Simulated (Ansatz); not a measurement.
# Pressure series in Al2Au

Consider Al₂Au (space group Fm-3m, No. 225; a = 6.002 Å).

Cell and atoms are relaxed at each pressure.

Method: PBEsol (Ansatz, a first-principles code; PAW; 420 eV plane waves; no spin-orbit coupling).

```tsv
P (GPa)	V (Å³/atom)
-2.00	18.351
-1.00	18.182
0.30	17.975
0.70	17.915
1.49	17.797
2.98	17.588
5.00	17.325
7.50	17.027
9.99	16.754
```

A third-order Birch–Murnaghan fit to these points gives V₀ = 18.02 Å³/atom, B₀ = 116 GPa and B₀′ = 4.7. At pressure 10 GPa the volume is 93.0 % of V₀.

Load acts through the strain it causes; cell and atoms are relaxed under it. Stability against distortions was not tested. Competing high-pressure phases were not computed.
